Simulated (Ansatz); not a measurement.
An Ansatz (an electronic-structure program) input (r2SCAN, PAW, 500 eV (Ansatz; no SOC)):

Ansatz 0.2 input:
```yaml
crystal:
  lattice:
    - [0, 2.1314628274, 2.1314628274]
    - [2.1314628274, 0, 2.1314628274]
    - [2.1314628274, 2.1314628274, 0]
  atoms:
    - { symbol: Ti, position: [0, 0, 0] }
    - { symbol: C, position: [0.5, 0.5, 0.5] }
basis: { ecutwfc: 500, ecutrho_ratio: 4, xc_grid: 4, fft_grid_basis: typed }
kpoints: { mp_grid: { grid: [23, 23, 23] } }
hamiltonian:
  xc: r2scan
  dispersion: none
  pseudopotentials: { kind: paw }
scf: { occupations: { method: fermi_dirac, width: 0.1 }, convergence: { dr2_threshold: 0.0000000002 } }
relax: { f_tol: 0.005, max_steps: 50 }
output: { forces: true, stress: true }
checkpoint: { write: state.ck, write_every: 1000 }
```

Problem. Which symmetry and how many k-points will the program report, and about how many plane waves at Γ?

Solution. Space group Fm-3m (ITA 225) with 48 operations, k-points 364 of 12167, and 531 plane waves at Γ.

Problem. And the final pressure?

Solution. 13.02 GPa (compression positive).

The cells carry an imposed strain or load. Whether these cells are dynamically stable was not tested. The final runs are not spin-polarised. The cell was made from TiC in the rock salt structure (space group Fm-3m, No. 225) by this change: isotropic strain −1.50 %.
